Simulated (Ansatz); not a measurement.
Base system: YN in the rock salt structure (space group Fm-3m, No. 225).

```
CELL_PARAMETERS angstrom
      0.00000     2.42808     2.42808
      2.42808     0.00000     2.42808
      2.42808     2.42808     0.00000
ATOMIC_POSITIONS crystal
  Y  0.00000 0.00000 0.00000
  N  0.50000 0.50000 0.50000
```

Cartesian axes are those of the cell as printed.

All numbers come from PBEsol in Ansatz (plane waves to 420 eV, PAW, spin-orbit coupling left out).

Before the change:

```
Property           Result
---------------  --------
Band gap          0.08 eV
Volume per atom  14.31 Å³
Pressure          0.0 GPa
```

Modification: compressive biaxial strain of 2.50 % in the plane normal to [001], as in epitaxy on a mismatched substrate; the out-of-plane cell vector and the atoms relax.

### Question
Estimate the effect on the band gap.

### Answer
The band gap changes from 0.08 eV to zero.

### Question
What happens to the energy relative to the base?

### Answer
The energy grows by 24 meV/atom.

### Question
Predict the new volume per atom.

### Answer
The volume per atom shrinks by 0.537 Å³ to 13.78 Å³.

### Question
How does this affect the pressure?

### Answer
The pressure (mean of the normal stresses, compression positive) goes from zero to 7.7 GPa.

A case with no gap was solved on a k-mesh chosen for an insulator, which is coarse for it. Stability against distortions was not tested. The final runs are not spin-polarised. The zero or small gap of YN can change with the level of theory.

Ansatz is an electronic-structure program.
